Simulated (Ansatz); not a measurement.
We consider A15 Mo₃Si, described by LDA in Ansatz (plane waves, PAW).

Numerical settings: plane-wave cutoff 520 eV, 12×12×12 k mesh, Fermi–Dirac smearing 0.05 eV, no spin polarisation, scalar-relativistic PAW data made under PBE.

Cell (relaxed at this level):

Space group Pm-3n (No. 223); a = b = c = 4.834 Å, α = β = γ = 90.00°

| atom | site | symmetry | x | y | z |
|---|---|---|---|---|---|
| Si | 2a | m-3. | 0.0000 | 0.0000 | 0.0000 |
| Mo | 6c | -4m.2 | 0.0000 | 0.5000 | 0.2500 |

Estimate the bulk modulus B0 and pressure derivative B′ of the bulk modulus that the calculation returns.


* **bulk modulus B0**: 279 GPa
* **pressure derivative B′ of the bulk modulus**: 4.3

The run finds no gap.

Computed values are for the static lattice.

Ansatz is a first-principles code.
